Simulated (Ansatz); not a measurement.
## Pressure series in InSe

The parent structure is InSe in the beta-GaS type structure (space group P6_3/mmc, No. 194; a = 4.0166 Å, c = 16.9326 Å; layered, stacked along the Cartesian z axis).

Cell and atoms are relaxed at each pressure.

Method: r2SCAN+rVV10 (Ansatz, a quantum-chemistry and plane-wave program), no spin-orbit coupling.

Two rows of this table had their results exchanged by mistake.

```csv
pressure,volume per atom (Å³),shortest distance (Å),band gap
pressure −1 GPa,31.30,2.656,0.96 eV
pressure 1.8 GPa,20.28,2.481,zero
pressure 18 GPa,22.37,2.521,0.47 eV
pressure 30 GPa,28.02,2.624,0.93 eV
pressure 45 GPa,18.36,2.455,zero
pressure 60 GPa,15.61,2.566,zero
```

**Question.** Which two?

**Answer.** The rows for pressure 1.8 GPa and pressure 30 GPa: the volume has to fall steadily with pressure, so 28.02 Å³ belongs to pressure 1.8 GPa and 20.28 Å³ to pressure 30 GPa.

A case with no gap was solved on a k-mesh chosen for an insulator, which is coarse for it. From pressure 60 GPa on, the axis ratios lie over 15 % from the base's, so the cell there is far from its starting form. Load acts through the strain it causes; cell and atoms are relaxed under it. No phonon test of stability was made. No other phases were tried under pressure. All final runs are without spin polarisation. A zero or small gap of InSe under pressure 30 GPa can be the functional's error rather than a property of the material.
